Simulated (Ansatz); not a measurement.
Given:

```yaml
crystal:
  lattice:
    - [0.00490, 2.22514, 2.22514]
    - [2.23003, 0.00000, 2.23003]
    - [2.22514, 2.22514, 0.00490]
  atoms:
    - { symbol: O, position: [0.00000, 0.00000, 0.00000] }
    - { symbol: Mn, position: [0.50000, 0.50000, 0.50000] }
```

Spin-polarised, with starting moments of sign O+ Mn+.

All numbers come from r2SCAN, PAW, 500 eV (Ansatz, a first-principles code; scalar-relativistic without spin-orbit coupling). Γ-centred 13×13×13 mesh, Fermi–Dirac width 0.05 eV.

Q: What is the computed largest site moment?

A: 4.27 μB.

Q: What is the computed band gap?

A: Zero.

Q: Estimate the pressure (mean of the normal stresses, compression positive).

A: 0.0 GPa.

The mesh was chosen for an insulator and is coarse for the gapless case. The cells carry an imposed strain or load. Stability against distortions was not tested. No Hubbard U is applied and the magnetic state is the run's own (MnO ferromagnetic); small cells can't hold the antiferromagnetic order that many such compounds have, so gaps and moments can be off. The cell was made from MnO in the rock salt structure (space group Fm-3m, No. 225; ferromagnetic) by this change: tensor shear ε_xz = +0.22 %. In its common phase, real MnO is an antiferromagnetic insulator at low temperature.
